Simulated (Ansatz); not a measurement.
System: N-vacancy pair (N on one host O site, one O site vacant) in polar orthorhombic HfO2 (charge state +1). The step: N and the vacancy change places (N-vacancy distance between ideal sites 2.55 Å throughout); the atom moves 2.01 Å along (-0.10, -0.37, -0.10) of the unit cell; the moving atom starts with neighbours Hf at 2.06, Hf at 2.07, Hf at 2.11 Å and ends with Hf at 2.08, Hf at 2.13, Hf at 2.24, Hf at 2.27; O at 2.60, O at 2.63, O at 2.67 Å. DFT values are from Ansatz (plane-wave PAW, 420 eV unless said) in a cell of 96 host sites, spin-restricted, static, with no finite-size correction. The host's phase is taken as given; its stability against other phases was not computed. The charge state is imposed; whether it is stable for some Fermi level was not computed. Forms of the defect that were not tried may lie lower. The start lies 0.53 eV above the lowest site run (PBE). For the PBE band: the saddle point's order was not checked.

```tsv
Level	Forward barrier (eV)	Cost of the band or of the saddle's single point
CHGNet universal potential (has no charge state), its own band	0.64	-
PBE, the Γ point alone, band relaxed	0.55	around 70 core-minutes (rough)
PBE, a 2×2×2 k-point mesh shifted by half a step, same geometries	0.55	very roughly 19 core-minutes
r2SCAN at 500 eV, the Γ point alone, same geometries	0.59	about 3 core-minutes (a rough figure)
```

Ansatz is a program for electronic structure.
